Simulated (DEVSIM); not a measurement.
Device: In0.49Ga0.51P/GaAs p-n heterojunction, at 300 K.

| layer (left to right) | material | thickness (μm) | Nd (cm⁻³) | Na (cm⁻³) | τn (s) | τp (s) |
|---|---|---|---|---|---|---|
| 1 | In0.49Ga0.51P | 0.0970 | - | 1.1e18 | 5.6e-9 | 5.6e-9 |
| 2 | GaAs | 0.160 | 5.9e15 | - | 5.6e-9 | 5.6e-9 |

Left contact: ohmic. Right contact: ohmic. Voltage is applied to the left contact. Recombination: SRH at mid-gap, radiative. Mobility is μmin + (μ − μmin)/(1 + (N/Nref)^α).

The device is made up for the run: typed textbook-type constants, with dimensions and the other settings drawn at random. Values at 300 K.

```
parameter      In0.49Ga0.51P    GaAs
-------------  -------------  ------
gap (eV)                1.89   1.424
affinity (eV)              4    4.07
permittivity            11.8    12.9
Nc (cm⁻³)               9e17  4.7e17
Nv (cm⁻³)             1.3e19    9e18
μn (cm²/Vs)             1500    8500
μp (cm²/Vs)               80     400
μn,min                   400     500
μp,min                    15      20
Nref,n                  2e16    6e16
Nref,p                1.5e17  1.5e17
αn                       0.7    0.39
αp                       0.8    0.38
B (cm³/s)              1e-10   2e-10
```

DEVSIM, 1D drift-diffusion, Boltzmann statistics, complete ionisation; no tunnelling, impact ionisation, image-force lowering or self-heating. Band offsets follow the typed affinities; no thermionic-emission limit at abrupt steps, no polarisation charge.

Q: Tabulate band edges, carrier densities and field at zero bias.

A: Energies count from the Fermi level of the right contact; mesh points crowd at the junctions.

```csv
x (μm),Ec (eV),Ev (eV),n (cm⁻³),p (cm⁻³),field (V/cm)
0.000,1.826,-0.064,< 1e2,1.1e18,≈ 0
0.002960,1.826,-0.064,< 1e2,1.1e18,≈ 0
0.007558,1.826,-0.064,< 1e2,1.1e18,≈ 0
0.01470,1.826,-0.064,< 1e2,1.1e18,≈ 0
0.03071,1.826,-0.064,< 1e2,1.1e18,≈ 0
0.05044,1.826,-0.064,< 1e2,1.1e18,-40
0.06768,1.825,-0.065,< 1e2,1.0e18,-3100
0.08307,1.780,-0.110,< 1e2,1.8e17,-92000
0.08994,1.680,-0.210,< 1e2,3.8e15,-200000
0.09436,1.574,-0.316,< 1e2,6.5e13,-280000
0.09720,1.421,-0.003,< 1e2,7.9e18,-250000
0.1017,1.353,-0.071,< 1e2,5.7e17,-110000
0.1074,1.298,-0.126,< 1e2,7.0e16,-88000
0.1165,1.220,-0.204,< 1e2,3.4e15,-85000
0.1374,1.046,-0.378,< 1e2,4.0e12,-83000
0.1639,0.829,-0.595,5700,8.9e8,-81000
0.1945,0.586,-0.838,6.8e7,74000,-78000
0.2194,0.393,-1.031,1.2e11,< 1e2,-76000
0.2390,0.246,-1.178,3.5e13,< 1e2,-74000
0.2475,0.183,-1.241,4.0e14,< 1e2,-74000
0.2529,0.143,-1.281,1.8e15,< 1e2,-73000
0.2570,0.113,-1.311,5.9e15,< 1e2,-73000
```
